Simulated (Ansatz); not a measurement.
Zr₂SiN (model structure, started from the MAX type, P6₃/mmc, No. 194, 8 atoms in the cell) was calculated with r²SCAN in Ansatz (PAW).

Run with plane-wave cutoff 560 eV, 24×24×4 k mesh (along the axes of the cell as run), Fermi–Dirac smearing 0.05 eV, scalar-relativistic PAW data made under PBE.

Cell (relaxed at this level):

```cif
data_N2Si2Zr4
_chemical_formula_sum 'Si2 Zr4 N2'
_space_group_name_H-M_alt 'P 1'
_space_group_IT_number 1
_cell_length_a 3.26007
_cell_length_b 3.26007
_cell_length_c 13.44460
_cell_angle_alpha 90.000
_cell_angle_beta 90.000
_cell_angle_gamma 120.000
loop_
_space_group_symop_operation_xyz
  'x, y, z'
loop_
_atom_site_label
_atom_site_type_symbol
_atom_site_fract_x
_atom_site_fract_y
_atom_site_fract_z
_atom_site_occupancy
Si1 Si 0.33333 0.66667 0.75000 1
Si2 Si 0.66667 0.33333 0.25000 1
Zr1 Zr 0.33333 0.66667 0.09542 1
Zr2 Zr 0.66667 0.33333 0.59542 1
Zr3 Zr 0.66667 0.33333 0.90458 1
Zr4 Zr 0.33333 0.66667 0.40458 1
N1 N 0.00000 0.00000 0.00000 1
N2 N 0.00000 0.00000 0.50000 1
```

**Question.** Estimate the bulk modulus B0 that the calculation returns.

**Answer.** 
- bulk modulus B0: 169 GPa

The run finds no gap.

Note: the bulk modulus is −V dP/dV from two relaxed cells at ±2 % in volume; the relaxation could raise the start's symmetry but not lower it, so the cell can be a saddle point.

A model structure was made by putting elements into a prototype or built by hand; it is no filed structure, need not be a known phase, and can be a saddle point held by its symmetry.

Ansatz is a first-principles code.
